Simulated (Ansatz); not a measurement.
Take Ru in the hcp (Mg type) structure (space group P6_3/mmc, No. 194; a = 2.6914 Å, c = 4.2489 Å; relaxed with 0.1 eV smearing) as the base. Axes: x lies along a and z along c of the hexagonal cell.

All numbers come from PBEsol (Ansatz, a quantum-chemistry and plane-wave program), without spin-orbit coupling.

Base values:

Band gap: zero

Perturbation: compressive biaxial strain of 2.00 % in the plane normal to [001], as in epitaxy on a mismatched substrate; the out-of-plane cell vector and the atoms relax.

Problem. What happens to the in-plane stress?

Solution. The mean in-plane stress (compression positive) amounts to +16.5 GPa.

Problem. How does this affect the out-of-plane strain?

Solution. The out-of-plane strain amounts to +1.07 %.

Problem. Estimate the effect on the band gap.

Solution. The band gap stays zero.

Stability against distortions was not tested. The final runs are not spin-polarised.
